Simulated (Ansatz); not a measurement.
Consider Nb in the bcc (W type) structure (space group Im-3m, No. 229; a = 3.304 Å; relaxed with 0.1 eV smearing). Axes: x, y, z lie along the cube axes.

Method: r2SCAN, PAW, 500 eV (Ansatz, a first-principles code; scalar-relativistic without spin-orbit coupling).

Base values:

* **Shortest interatomic distance**: 2.862 Å

It is then changed as follows: uniaxial strain ε_zz = −2.50 %, all other strain components held at zero; the atoms relax in the strained cell.

### Question
What does the calculation give for the energy relative to the base, stress and shortest interatomic distance after the change?

### Answer
The energy goes up by 9.1 meV/atom; the stress (xx, yy, zz, yz, xz, xy; compression positive) amounts to (3.7, 3.7, 6.5, 0.0, 0.0, 0.0) GPa; the shortest interatomic distance drops by 0.024 Å to 2.838 Å.

Stability against distortions was not tested. All final runs are without spin polarisation.
